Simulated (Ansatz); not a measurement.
**A computed series for CdSe: response to strain**

Take CdSe in the wurtzite structure (space group P6_3mc, No. 186; a = 4.3828 Å, c = 7.1544 Å) as the base.

Strains are applied to the cell and any free atomic positions relax.

All numbers come from DFT with PBE, PAW potentials and a 420 eV plane-wave cutoff in Ansatz (an electronic-structure program), no spin-orbit coupling.

Notes on the quantities. pressure: mean of the normal stresses, compression positive; energy relative to the base: free energy F.

```tsv
case	shortest interatomic distance	band gap	pressure	energy relative to the base
base	2.682 Å	0.54 eV	0.00 GPa	0 meV/atom
isotropic strain −3.00 %	2.602 Å	0.74 eV	5.05 GPa	+38 meV/atom
isotropic strain −2.40 %	2.618 Å	0.70 eV	3.86 GPa	+24 meV/atom
isotropic strain −1.80 %	2.634 Å	0.66 eV	2.76 GPa	+13 meV/atom
isotropic strain −1.20 %	2.650 Å	0.62 eV	1.76 GPa	+5.6 meV/atom
isotropic strain −0.60 %	2.666 Å	0.58 eV	0.84 GPa	+1.4 meV/atom
```

No phonon test of stability was made.
